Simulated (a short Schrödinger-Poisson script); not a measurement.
Stack: symmetric double-gate stack, SiO2 on p-type InP, at 300 K.

```tsv
layer	material	thickness (nm)	Na (cm⁻³)
1	SiO2	1.1	-
2	InP	8	9e16
3	SiO2	1.1	-
```

Constants are typed, rounded textbook-type inputs, not results; the design itself was drawn at random and stands for no fabricated device. SiO2: permittivity 3.9, conduction-band edge (eV) 3.48, gap (eV) 9, electron mass (mₑ) 0.5. InP: permittivity 12.5, conduction-band edge (eV) 0, gap (eV) 1.344, Nv at 300 K (cm⁻³) 1.1e19.

Channel valleys (confinement mass, in-plane density-of-states mass, number): Γ 0.08, 0.08, 1. At the gates, both at one voltage, the conduction-band edge of layer 1 lies 3.83 eV − eVg above the Fermi level of the channel. Gaps are held at their typed values at every temperature. Mesh 0.03 nm at interfaces.

From a short Schrödinger-Poisson script (our own, NumPy): 1D Poisson equation in equilibrium, electrons quantum, Hartree (BenDaniel-Duke, 12 states a valley, the channel's in-plane mass for all, wave functions ending at the dielectric), parabolic valleys, classical holes, full ionisation, no traps, pinning or gate leakage.

### Question
List the lowest subbands of each valley and their electrons at Vg = 1.05 V.

### Answer
| valley | subband | energy from the Fermi level (meV) | electrons (cm⁻²) | share (%) |
|---|---|---|---|---|
| Γ | 0 | -234.2 | 7.83e12 | 83.0 |
| Γ | 1 | -43.7 | 1.61e12 | 17.0 |
| Γ | 2 | 320.6 | 3550000 | 0.0 |

All electrons: 9.43e12 cm⁻². Above a few 1e12 electrons/cm² a light Γ valley is non-parabolic and upper valleys begin to fill, which the model leaves out.
